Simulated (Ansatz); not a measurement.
Mo under a change: strain tensor (xx, yy, zz, yz, xz, xy) = (+0.32, −2.46, +0.94, +0.72, +1.12, −0.37) %

Take Mo in the bcc (W type) structure (space group Im-3m, No. 229; a = 3.130 Å; relaxed with 0.1 eV smearing) as the base. Axes: x, y, z lie along the cube axes.

Now apply this change: strain tensor (xx, yy, zz, yz, xz, xy) = (+0.32, −2.46, +0.94, +0.72, +1.12, −0.37) %; the atoms relax in the strained cell.

Level of theory: DFT with PBEsol, PAW potentials and a 420 eV plane-wave cutoff in Ansatz (a program for electronic structure), without spin-orbit coupling, earlier PAW set. Settings: 29×29×29 k-points, 0.1 eV Fermi–Dirac smearing.

The volume per atom decreases by 0.19 Å³, from 15.33 Å³ to 15.14 Å³ and the space group becomes P-1 (No. 2) (base: Im-3m (No. 229)). The shortest interatomic distance shrinks by 0.0503 Å, from 2.711 Å to 2.660 Å and the energy increases by 17 meV/atom. The pressure (mean of the normal stresses, compression positive) goes from zero to 3.8 GPa and the band gap stays zero. The stress (xx, yy, zz, yz, xz, xy; compression positive) amounts to (1.4, 10.7, -0.5, -1.6, -2.6, 0.9) GPa.

Final structure:

```
CELL_PARAMETERS angstrom
     -1.55831     1.54345     1.57349
      1.59321    -1.52106     1.58601
      1.54689     1.50964    -1.55111
ATOMIC_POSITIONS crystal
  Mo 0.00000 0.00000 0.00000
```

Cost of the whole job for the changed cell (relaxation, final SCF and bands): roughly 6 core-minutes.

Stability against distortions was not tested. The final runs are not spin-polarised.
